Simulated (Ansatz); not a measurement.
MgO (R-3m, No. 166, 16 atoms in the cell; start mp-1180973; a measured phase of this formula has another space group) was calculated with PBEsol in Ansatz (plane waves, PAW).

Numerical settings: plane-wave cutoff 520 eV, 14×14×14 k mesh, Fermi–Dirac smearing 0.01 eV, scalar-relativistic PAW data made under PBE.

Cell (relaxed at this level):

```
MgO
1.0
    1.48400     0.85679    19.79345
   -1.48400     0.85679    19.79345
    0.00000    -1.71358    19.79345
Mg O
8 8
Direct
  0.37563   0.37563   0.37563
  0.62437   0.62437   0.62437
  0.79230   0.79230   0.79230
  0.20770   0.20770   0.20770
  0.91540   0.91540   0.91540
  0.08460   0.08460   0.08460
  0.50000   0.50000   0.50000
  0.00000   0.00000   0.00000
  0.14615   0.14615   0.14615
  0.85385   0.85385   0.85385
  0.43845   0.43845   0.43845
  0.56155   0.56155   0.56155
  0.31287   0.31287   0.31287
  0.68713   0.68713   0.68713
  0.26919   0.26919   0.26919
  0.73081   0.73081   0.73081
```

Estimate the band gap that the calculation returns.


* **band gap**: 4.01 eV (on the SCF k mesh)

Note: the relaxation could not lower the start's symmetry, so the cell can be a saddle point above a distorted one.

A start named mp-… is a Materials Project structure, which need not be a measured phase.

Ansatz is a first-principles code.
